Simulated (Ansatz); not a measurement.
## What Cu → Cd does to CuI

Take CuI in the zinc blende structure (space group F-43m, No. 216; a = 6.0209 Å) as the base.

Now apply this change: every Cu is replaced by Cd; the structure is relaxed again.

Computed with r2SCAN (Ansatz, a first-principles code; PAW; 500 eV plane waves; spin-orbit coupling left out), earlier PAW set. k-mesh 11×11×11 (Γ-centred); smearing 0.05 eV (Fermi–Dirac), for the changed cell.

| quantity | base | changed | shift |
|---|---|---|---|
| density | 5.80 g/cm³ | 4.19 g/cm³ | -1.605 g/cm³ |
| lattice parameter a | 6.021 Å | 7.238 Å | +1.2175 Å |
| space group | F-43m (No. 216) | F-43m (No. 216) | – |
| shortest interatomic distance | 2.607 Å | 3.134 Å | +0.527 Å |
| band gap | 1.67 eV | zero | – |

Final structure:

```
CELL_PARAMETERS angstrom
      0.00000     3.61920     3.61920
      3.61920     0.00000     3.61920
      3.61920     3.61920     0.00000
ATOMIC_POSITIONS crystal
  I  0.75000 0.75000 0.75000
  Cd 0.00000 0.00000 0.00000
```

With I present, leaving out spin-orbit coupling can change the band edges. Whether these cells are dynamically stable was not tested. As relaxed here, CdI is a hypothetical phase, not in the database extracts checked. The final runs are not spin-polarised. An odd electron count without spin: CdI.
